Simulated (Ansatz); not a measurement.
Functionals compared on H2O on the 1x1 (0001) surface of corundum (cut with top plane Al), one in a 1x1 cell, started at the site 'top Al', in Ansatz (plane waves, PAW). The structure was relaxed with PBE; the other rows are single points on it, each with its references at the same level. Cutoff 420 eV (500 eV for r2SCAN). HSE06 used the coarser mesh 4x4x1.

Host crystal: corundum, with a band gap (PBE, scalar-relativistic without spin-orbit coupling).

Set-up: 23 atoms, 6.7 Å thick at the start under the adsorbate (thin: gaps and levels are the slab's own); mesh 6x6x1; 0.01 eV smearing; dipole correction on; 9 atoms held, the rest relaxed; no symmetry held; no spin, no spin-orbit, no U, no dispersion correction. At the end it is bonded to Al. In PBE it is, or lies within 0.03 eV of, the lowest of the starts that converged. These notes are the PBE run's. Adsorption energies are against H2O(g). A negative adsorption energy means that the adsorbate is more stable on the surface than in its reference.

A dash marks a value that is undefined for that row or was read on another mesh.

```
functional  adsorption energy (eV)  gap of the slab on its k-mesh (eV)  highest filled level below the top vacuum level (eV)          rough cost of the single point
----------  ----------------------  ----------------------------------  ----------------------------------------------------  --------------------------------------
PBE                          -0.95                                3.34                                                  4.91                                       –
RPBE                         -0.73                                3.18                                                  4.76  about 70 core-seconds (a rough figure)
r2SCAN                           …                                   …                                                     …           very roughly 110 core-seconds
HSE06                        -0.98                                   –                                                     –            very roughly 17 core-minutes
```

Q: What belongs in the gaps?

A: 
- r2SCAN, adsorption energy (eV): -1.13
- r2SCAN, gap of the slab on its k-mesh (eV): 4.10
- r2SCAN, highest filled level below the top vacuum level (eV): 5.19

Ansatz is a program for electronic structure.
